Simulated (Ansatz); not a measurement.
**PBE against PBEsol: hypothetical fluorite MoS2**

Base system: MoS₂ in the fluorite structure (space group Fm-3m, No. 225; a = 5.948 Å; ferromagnetic; a hypothetical phase, not in the database extracts checked).

(Cell as relaxed with PBE.)

Levels (all Ansatz, a quantum-chemistry and plane-wave program, PAW): PBE (420 eV, spin-orbit coupling left out); PBEsol (420 eV, no spin-orbit coupling).

Each level relaxes its own structure.

```
quantity                       PBE  PBEsol
-------------------  -------------  ------
volume per atom           17.54 Å³       …
lattice parameter a        5.948 Å       …
band gap                      zero       …
magnetic state       ferromagnetic       …
largest site moment        1.37 μB       …
```

Given the PBE results, estimate those of PBEsol.


- volume per atom, PBEsol: 16.71 Å³
- lattice parameter a, PBEsol: 5.853 Å
- band gap, PBEsol: zero
- magnetic state, PBEsol: ferromagnetic
- largest site moment, PBEsol: 1.16 μB

PBE's volume per atom lies 0.83 Å³ above PBEsol's (5.0 %); PBE's lattice parameter a lies 0.095 Å above PBEsol's (1.6 %); PBE's largest site moment lies 0.21 μB above PBEsol's; the two agree on the band gap and magnetic state. Neither level is exact; PBEsol is the comparison here, not a measurement.

The magnetic state is the one reached from the starting moments; the real material's order can differ, and small cells can't hold many antiferromagnetic ones. Whether these cells are dynamically stable was not tested.
